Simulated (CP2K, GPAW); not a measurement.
A GPAW input for a self-consistent single point of Ca3ZnSe4 (P-43m, 8 atoms in the cell) (DFT LDA (Perdew-Wang 92), plane waves, GPAW PAW datasets LDA (gpaw-data 1.0.1)):

```python
from ase import Atoms
from ase.units import GPa
from gpaw import GPAW, PW

atoms = Atoms(['Ca', 'Ca', 'Ca', 'Zn', 'Se', 'Se', 'Se', 'Se'],
              cell=[[6.205411, 0.000000, 0.000000],
                    [0.000000, 6.205411, 0.000000],
                    [0.000000, 0.000000, 6.205411]],
              positions=[[0.000000, 3.102705, 3.102705],
                         [3.102705, 0.000000, 3.102705],
                         [3.102705, 3.102705, 0.000000],
                         [0.000000, 0.000000, 0.000000],
                         [4.777608, 4.777608, 1.427803],
                         [4.777608, 1.427803, 4.777608],
                         [1.427803, 1.427803, 1.427803],
                         [1.427803, 4.777608, 4.777608]],
              pbc=True)

calc = GPAW(mode=PW(800),
            xc='LDA',
            kpts=(3, 3, 3),
            occupations={'name': 'fixed-uniform'},
            nbands=-4,
            convergence={'bands': -2},
            symmetry={'symmorphic': False, 'tolerance': 0.0005},
            maxiter=150)

atoms.calc = calc

energy = atoms.get_potential_energy()
print('Energy (eV):', round(energy, 6))
forces = atoms.get_forces()
print('Forces (eV/Ang):')
print(forces.round(5))
stress = atoms.get_stress()
print('Stress (GPa, Voigt):', (stress / GPa).round(4))
```

**Question.** Write the same calculation as an input for CP2K.

**Answer.** One input that does it (others would too):

```
&GLOBAL
  PROJECT run
  RUN_TYPE ENERGY_FORCE
  PRINT_LEVEL MEDIUM
&END GLOBAL
&FORCE_EVAL
  METHOD Quickstep
  STRESS_TENSOR ANALYTICAL
  &DFT
    BASIS_SET_FILE_NAME BASIS_MOLOPT
    POTENTIAL_FILE_NAME GTH_POTENTIALS
    &QS
      METHOD GPW
      EPS_DEFAULT 1E-10
    &END QS
    &MGRID
      CUTOFF 600
      REL_CUTOFF 50
      NGRIDS 5
    &END MGRID
    &SCF
      SCF_GUESS ATOMIC
      EPS_SCF 1E-7
      MAX_SCF 100
      ADDED_MOS 11
      &DIAGONALIZATION
        ALGORITHM STANDARD
      &END DIAGONALIZATION
      &MIXING
        METHOD BROYDEN_MIXING
        ALPHA 0.2
        NBUFFER 12
        BETA 1
      &END MIXING
    &END SCF
    &KPOINTS
      SCHEME MONKHORST-PACK 3 3 3
    &END KPOINTS
    &XC
      &XC_FUNCTIONAL PADE
      &END XC_FUNCTIONAL
    &END XC
    &PRINT
      &MO
        EIGENVALUES T
        OCCUPATION_NUMBERS T
        NDIGITS 8
        FILENAME mo
        &EACH
          QS_SCF 0
        &END EACH
        ADD_LAST NUMERIC
      &END MO
      &MULLIKEN ON
      &END MULLIKEN
    &END PRINT
  &END DFT
  &SUBSYS
    &CELL
      ABC 6.20541100 6.20541100 6.20541100
      ALPHA_BETA_GAMMA 90.00000000 90.00000000 90.00000000
      PERIODIC XYZ
    &END CELL
    &COORD
      Ca       0.00000000     3.10270550     3.10270550
      Ca       3.10270550     0.00000000     3.10270550
      Ca       3.10270550     3.10270550     0.00000000
      Zn       0.00000000     0.00000000     0.00000000
      Se       4.77760798     4.77760798     1.42780302
      Se       4.77760798     1.42780302     4.77760798
      Se       1.42780302     1.42780302     1.42780302
      Se       1.42780302     4.77760798     4.77760798
    &END COORD
    &KIND Ca
      BASIS_SET DZVP-MOLOPT-SR-GTH
      POTENTIAL GTH-PADE-q10
    &END KIND
    &KIND Zn
      BASIS_SET DZVP-MOLOPT-SR-GTH
      POTENTIAL GTH-PADE-q12
    &END KIND
    &KIND Se
      BASIS_SET DZVP-MOLOPT-SR-GTH
      POTENTIAL GTH-PADE-q6
    &END KIND
  &END SUBSYS
  &PRINT
    &FORCES ON
    &END FORCES
    &STRESS_TENSOR ON
    &END STRESS_TENSOR
  &END PRINT
&END FORCE_EVAL
```

Basis settings and potentials, where a program has them, do not carry over. This input uses DFT LDA (Pade form), GPW, DZVP-MOLOPT-SR-GTH basis, GTH-PADE potentials (GTH_POTENTIALS). LDA parametrisations can differ slightly between programs.

The starting cell comes from a database of computed structures (which also holds hypothetical and non-ambient phases and stackings), without a prior relaxation at this level. Its lattice was rescaled by a random factor within 2.5 % of one. For this run, on top of that: lattice scaled by 0.98.
